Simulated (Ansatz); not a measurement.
# SnTe in the rock salt structure (space group Fm-3m, No. 225)

```cif
data_Sn4Te4
_chemical_formula_sum 'Sn4 Te4'
_space_group_name_H-M_alt 'Fm-3m'
_space_group_IT_number 225
_space_group_name_Hall '-F 4 2 3'
_cell_length_a 6.23483
_cell_length_b 6.23483
_cell_length_c 6.23483
_cell_angle_alpha 90.000
_cell_angle_beta 90.000
_cell_angle_gamma 90.000
loop_
_atom_site_label
_atom_site_type_symbol
_atom_site_symmetry_multiplicity
_atom_site_Wyckoff_symbol
_atom_site_fract_x
_atom_site_fract_y
_atom_site_fract_z
_atom_site_occupancy
Sn1 Sn 4 a 0.00000 0.00000 0.00000 1
Te1 Te 4 b 0.50000 0.50000 0.50000 1
```
(The calculation used a cell of 2 atoms; values per cell refer to that cell.)

Method: LDA, PAW, 420 eV (Ansatz, an electronic-structure program; no spin-orbit coupling). Γ-centred 9×9×9 mesh, Fermi–Dirac width 0.05 eV.

```json
{
  "volume_per_atom": "30.30 Å³",
  "density": "6.75 g/cm³",
  "band_gap": "0.16 eV (uncertain: the edges found on the path are not clean extrema)",
  "total_energy": "-6353.639 eV/atom (σ→0; compares only within this code and set-up)"
}
```

Spin-orbit coupling, missing from the scalar runs, can matter with Te. Whether these cells are dynamically stable was not tested. The zero or small gap of SnTe can change with the level of theory.
